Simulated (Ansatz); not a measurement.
A computed series for Sc: response to strain

Consider Sc in the hcp (Mg type) structure (space group P6_3/mmc, No. 194; relaxed with 0.1 eV smearing).

```
Sc
1.0
    3.27535     0.00000     0.00000
   -1.63768     2.83654     0.00000
    0.00000     0.00000     5.10512
Sc
2
Direct
  0.66667   0.33333   0.25000
  0.33333   0.66667   0.75000
```

Strains are applied to the cell and any free atomic positions relax.

Computed with Ansatz (a program for electronic structure), PBEsol, PAW, cutoff 420 eV, scalar-relativistic without spin-orbit coupling.

Notes on the quantities. energy relative to the base: free energy F.

```csv
isotropic strain (%),energy relative to the base (meV/atom)
-3,36.5
-2.5,25.1
-2,15.9
-0.5,1.0
0,0.0
1,?
1.5,8.2
2,14.4
2.5,22.2
```

Task: Fit ΔE = Aε² + Bε³ (ε in %) to the rows shown and predict the withheld row.

Result: Least squares on the printed values gives A = 3.78 and B = -0.092 meV/atom (largest residual 0.0 meV/atom); this predicts 3.7 meV/atom, and the run gives 3.7 meV/atom, in agreement.

Whether these cells are dynamically stable was not tested. The final runs are not spin-polarised.
